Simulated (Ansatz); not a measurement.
**Nb: response to strain**

Base system: Nb in the bcc (W type) structure (space group Im-3m, No. 229; a = 3.273 Å; relaxed with 0.1 eV smearing). Axes: x, y, z lie along the cube axes.

Strains are applied to the cell and any free atomic positions relax; under biaxial strain the out-of-plane vector relaxes too.

Calculations: Kohn–Sham DFT with the PBEsol functional, run in Ansatz (a program for electronic structure) with PAW and 420 eV plane waves, scalar-relativistic without spin-orbit coupling.

Notes on the quantities. energy relative to the base: free energy F.

| biaxial strain, plane normal [001], relaxed out of plane (%) | energy relative to the base (meV/atom) |
|---|---|
| -3 | 27.8 |
| -2.5 | 19.0 |
| -2 | 12.0 |
| -1.5 | 6.6 |
| -1 | 2.9 |
| -0.5 | ? |
| 0 | 0.0 |

Q: Fit ΔE = Aε² + Bε³ (ε in %) to the rows shown and predict the withheld row.

A: Least squares on the printed values gives A = 2.80 and B = -0.096 meV/atom (largest residual 0.0 meV/atom); this predicts 0.7 meV/atom, and the run gives 0.7 meV/atom, in agreement.

Whether these cells are dynamically stable was not tested. All final runs are without spin polarisation.
